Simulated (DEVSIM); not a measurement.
Structure: abrupt InP n-p junction, at 400 K.

Layer 1 from the left is InP, thickness (μm) 34.0, Nd (cm⁻³) 1.5e15, τn (s) 1.1e-8, τp (s) 1.1e-8. Layer 2 from the left is InP, thickness (μm) 0.330, Na (cm⁻³) 7.5e17, τn (s) 1.1e-8, τp (s) 1.1e-8.

Left contact: ohmic. Right contact: ohmic. Voltage is applied to the left contact. Recombination: SRH at mid-gap, radiative. Mobility is μmin + (μ − μmin)/(1 + (N/Nref)^α).

This is a model device: material constants are rounded textbook-type values typed into the input, and sizes, dopings and lifetimes were drawn at random. Values at 300 K; Nc and Nv go as T^1.5, mobilities as T to minus their exponent, the gap by Varshni's rule with the affinity fixed.

InP: gap (eV) 1.344, affinity (eV) 4.38, permittivity 12.5, Nc (cm⁻³) 5.7e17, Nv (cm⁻³) 1.1e19, μn (cm²/Vs) 5200, μp (cm²/Vs) 170, μn,min 400, μp,min 10, Nref,n 3e17, Nref,p 4.9e17, αn 0.47, αp 0.62, T exponent of μn 2, T exponent of μp 2, B (cm³/s) 1.2e-10, Varshni α (eV/K) 0.000363, Varshni β (K) 162.

Task: Estimate by hand the built-in potential, the peak field at zero bias, the capacitance at 6 V, and compare with a numerical solution.

Result: 
- Built-in potential: ni = √(Nc Nv) exp(−Eg/2kT) = 2.11e10 cm⁻³ with Eg = 1.311 eV; Vbi = kT/q ln(Na Nd/ni²) = 0.984 V; numerical 0.984 V.
- Peak field at zero bias: depletion approximation: W = √(2εVbi/(qN)) = 0.953 μm with N = 1.50e15 cm⁻³; field = 2Vbi/W = 20700 V/cm; numerical 54800 V/cm (estimate below by 62 %).
- Capacitance at 6 V: C = √(qεN / 2(Vbi + |V|)) = 4.36 nF/cm²; numerical 4.39 nF/cm² (estimate below by 0.72 %).

DEVSIM, 1D drift-diffusion, Boltzmann statistics, complete ionisation; no tunnelling, impact ionisation, image-force lowering or self-heating.
